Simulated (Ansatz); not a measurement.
Results of PBE in Ansatz (plane waves, PAW) for CsCl-type CoGa.

Run with plane-wave cutoff 500 eV, 20×20×20 k mesh, Fermi–Dirac smearing 0.1 eV, no spin polarisation, scalar-relativistic PAW data made under PBE.

Computed at the level's own relaxed cell.

Problem. What does this level give for the volume per atom and lattice parameter a?

Solution. 
- volume per atom: 11.97 Å³/atom
- lattice parameter a: 2.882 Å

Measured, for comparison: lattice constant a 2.878 Å (temperature not stated, copied from a table, unchecked, no zero-point or thermal correction; as tabulated in Monatshefte fuer Chemie und verwandte Teile anderer Wissenschaften 123, 509 (1992)). Computed (rounded) less measured: lattice constant a not scored (unchecked).

Computed values are for the static lattice.

Ansatz is an electronic-structure program.
